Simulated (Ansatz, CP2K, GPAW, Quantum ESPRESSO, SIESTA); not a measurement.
# Code comparison for HgTe (P1, 6 atoms in the cell)

Self-consistent single point, at a second geometry (atoms moved at random). First geometry:

```yaml
crystal:
  lattice:
    - [4.58273, 0.00000, 0.00000]
    - [-2.29136, 3.96876, 0.00000]
    - [0.00000, 0.00000, 10.22898]
  atoms:
    - { symbol: Hg, position: [0.68832, 0.68832, 0.00000] }
    - { symbol: Hg, position: [0.31168, 0.00000, 0.66667] }
    - { symbol: Hg, position: [0.00000, 0.31168, 0.33333] }
    - { symbol: Te, position: [0.51372, 0.51372, 0.50000] }
    - { symbol: Te, position: [0.48628, 0.00000, 0.16667] }
    - { symbol: Te, position: [0.00000, 0.48628, 0.83333] }
```

Second geometry:
```
HgTe
1.0
    4.58273     0.00000     0.00000
   -2.29136     3.96876     0.00000
    0.00000     0.00000    10.22898
Hg Te
3 3
Direct
  0.68942   0.68023   0.99901
  0.30053   0.98531   0.66696
  0.98265   0.30879   0.33779
  0.53369   0.52638   0.49659
  0.47702   0.01168   0.16382
  0.01670   0.48762   0.83582
```

Shared settings, as Ansatz (a program for electronic structure) writes them: kpoints.mp_grid.grid = 5 5 2; scf.occupations.method = fermi_dirac; scf.occupations.width = 0.01 eV. Potentials and cutoffs stand in the table.

```csv
code,model,ΔF from the first geometry (meV/atom),pressure (GPa),largest force (eV/Å),gap on the mesh (eV),cutoff
CP2K,"PBEsol, GPW, TZVP-MOLOPT-SR-GTH basis, GTH-PBE potentials (GTH_POTENTIALS)",-5.9,1.24,0.971,0.623,grid 500 Ry
GPAW,"PBEsol, GPAW PAW datasets PBEsol (made by gpaw-setup)",3.0,-0.29,0.839,0.660,550 eV
Ansatz,"PBEsol, default PAW files made with PBE",3.6,-0.34,0.837,0.661,420 eV
Quantum ESPRESSO,"PBEsol, GBRV 1.5 ultrasoft (PBESOL) pseudopotentials",1.2,0.00,0.903,0.661,40 Ry
SIESTA,"GGA PBEsol, numerical atomic orbitals DZP, PseudoDojo PBEsol standard norm-conserving potentials (rewritten from UPF to PSML)",-9.1,-1.06,1.078,0.778,grid 300 Ry
```

Size of the force on each atom (eV/Å): Sizes of forces hide their directions.

```tsv
code	Hg1	Hg2	Hg3	Te4	Te5	Te6
CP2K	0.568	0.971	0.296	0.232	0.373	0.926
GPAW	0.499	0.839	0.253	0.361	0.260	0.548
Ansatz	0.493	0.837	0.249	0.372	0.263	0.538
Quantum ESPRESSO	0.527	0.903	0.267	0.326	0.273	0.665
SIESTA	0.648	1.060	0.337	0.275	0.456	1.078
```

Gaps are read on the mesh.

On Ansatz's run: spin-orbit coupling is off.

The spread over the programs that give each value: ΔF from the first geometry within 12.7 meV/atom; pressure within 2.30 GPa; largest force within 0.241 eV/Å; gap on the mesh within 0.155 eV.

CP2K and SIESTA use small atom-centred bases, whose incompleteness enters pressures, forces and empty levels differently from a plane-wave cutoff. Ansatz's pressure is given at a fixed set of plane waves, as the other plane-wave codes print theirs; with its correction for the finite basis it is -0.31 GPa. In the pressure, CP2K (by 1.53) lies more than 1 GPa from the median of the plane-wave programs. In the force vectors, CP2K (by 0.383), Quantum ESPRESSO (by 0.118) and SIESTA (by 0.538) lie more than 0.08 eV/Å from the median of the plane-wave programs.

The starting cell comes from a database of computed structures (which also holds hypothetical and non-ambient phases and stackings), without a prior relaxation at this level. Its lattice was rescaled by a random factor within 2.5 % of one. For this run, on top of that: atoms moved at random.

Keys are those of Ansatz 0.2.
